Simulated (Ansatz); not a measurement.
# Hf (P6_3/mmc): band-structure transport figures

Input:

```
Hf
1.0
    3.15753     0.00000     0.00000
   -1.57876     2.73450     0.00000
    0.00000     0.00000     5.00535
Hf
2
Direct
  0.33333   0.66667   0.25000
  0.66667   0.33333   0.75000
```

Method: PBEsol, rigid bands (plane waves, PAW, scalar-relativistic; Ansatz, an electronic-structure program). How the cell was made: cell and atoms relaxed with PBEsol.

```json
{
  "density of states at the Fermi level": "1.39 states/(eV·cell), both spins",
  "bare Sommerfeld coefficient": "1.64 mJ/(mol of atoms·K²)",
  "drude_plasma_energy": "4.2 (x), 4.2 (y), 4.4 (z) eV",
  "root-mean-square Fermi velocity": "4.6e5 m/s",
  "resistivity times τ": "28 (x), 28 (y), 25 (z) ×10⁻²² Ω·m·s"
}
```

A metal at this level (no band gap); rigid bands, thermally averaged at 300 K, both spins. Spin-orbit coupling is left out, which matters with elements this heavy. τ is one relaxation time for all states.
